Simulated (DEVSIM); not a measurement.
# illuminated Si n-on-p cell, one wavelength

Structure: illuminated Si n-on-p cell, one wavelength, at 300 K.

```csv
layer (left to right),material,thickness (μm),Nd (cm⁻³),Na (cm⁻³),τn (s),τp (s),absorption coefficient (cm⁻¹)
1,Si,0.440,2e18,-,1.7e-6,1.2e-6,79000
2,Si,25.0,-,3.2e15,5.9e-5,5.9e-5,79000
```

Left contact: ohmic, minority hole recombination velocity 7e6 cm/s. Right contact: ohmic, minority electron recombination velocity 10000 cm/s. Voltage is applied to the left contact. Recombination: SRH at mid-gap, radiative, Auger. Light enters at the left, 1.3e17 photons cm⁻² s⁻¹, one pass, no reflection. Mobility is constant in doping.

The device is made up for the run: typed textbook-type constants, with dimensions and the other settings drawn at random. Values at 300 K.

```csv
parameter,Si
gap (eV),1.124
affinity (eV),4.05
permittivity,11.7
Nc (cm⁻³),2.86e19
Nv (cm⁻³),3.1e19
μn (cm²/Vs),1417
μp (cm²/Vs),470
B (cm³/s),4.7e-15
Cn (cm⁶/s),2.8e-31
Cp (cm⁶/s),9.9e-32
```

Simulated with DEVSIM: 1D drift-diffusion, Boltzmann statistics, complete ionisation; no tunnelling, impact ionisation, image-force lowering or self-heating.

```json
{
  "potential_step_across_the_device_at_zero_bias": "0.818 V",
  "largest_field_in_the_device_at_zero_bias": "80000 V/cm",
  "Dark forward voltage at 1 A/cm²": "0.623 V",
  "Dark forward voltage at 100 A/cm²": "0.782 V",
  "short_circuit_current": "6.39 mA/cm²",
  "open_circuit_voltage": "0.490 V",
  "fill_factor": "0.80",
  "largest_power": "2.51 mW/cm²",
  "share_of_generated_pairs_collected_at_short_circuit": "0.307"
}
```

Current under light (generator sign):

```
V (V)  J (mA/cm²)
-----  ----------
0.00         6.39
0.06         6.39
0.12         6.39
0.20         6.39
0.26         6.39
0.34         6.37
0.36         6.34
0.38         6.30
0.40         6.19
0.42         5.96
0.44         5.46
0.46         4.39
0.48         2.05
0.50        -3.00
```

Small-signal capacitance in reverse bias (quasi-static):

```csv
V (V),C (nF/cm²)
0.04,19.0
0.1,18.3
0.2,17.2
0.3,16.3
0.4,15.5
0.6,14.2
0.8,13.2
1,12.4
1.3,11.5
1.6,10.7
2,9.86
```
